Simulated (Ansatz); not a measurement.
1T (CdI2-type) MnI2, treated with PBEsol (Ansatz, a first-principles code, PAW).

Run with plane-wave cutoff 520 eV, 12×12×6 k mesh (along the axes of the cell as run), Fermi–Dirac smearing 0.01 eV, spin-polarised with parallel moments, scalar-relativistic PAW data made under PBE.

Computed at the level's own relaxed cell.

Task: Estimate the smallest direct gap on the k points sampled, lattice parameter c, lattice constant a and bulk modulus that the calculation returns.

Result: 
* **smallest direct gap on the k points sampled**: 1.02 eV
* **lattice parameter c**: 6.919 Å
* **lattice constant a**: 4.061 Å
* **bulk modulus**: 8.99 GPa

Note: the magnetic order was assumed, not searched for or taken from measurement; the cell comes from a level without a dispersion term, which matters for the spacing of layers, chains or molecules; the bulk modulus comes from volumes at which shape and atoms were relaxed; the cell has widely spaced layers and the level no dispersion term, so their spacing and the moduli can rest on weak binding.

Spin–orbit coupling is not included; with these elements it can move the gap by several tenths of an eV or more.

Cost on a shared machine: about 27 core-minutes (a rough figure).
